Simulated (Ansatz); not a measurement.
**AlAs: response to strain**

The parent structure is AlAs in the wurtzite structure (space group P6_3mc, No. 186; a = 4.0035 Å, c = 6.5808 Å; a model cell, its experimental status unchecked).

Strains are applied to the cell and any free atomic positions relax.

Level of theory: PBEsol (Ansatz, a program for electronic structure; PAW; 420 eV plane waves; no spin-orbit coupling).

Notes on the quantities. energy relative to the base: free energy F.

```tsv
isotropic strain (%)	energy relative to the base (meV/atom)
-2.24	25.0
-1.5	10.9
-0.77	?
0	0.0
3.41	48.2
```

Fit ΔE = Aε² + Bε³ (ε in %) to the rows shown and predict the withheld row.

Least squares on the printed values gives A = 4.65 and B = -0.15 meV/atom (largest residual 0.1 meV/atom); this predicts 2.8 meV/atom, and the run gives 2.8 meV/atom, in agreement.

Stability against distortions was not tested. This is not the structure that AlAs has at room temperature and ambient pressure.
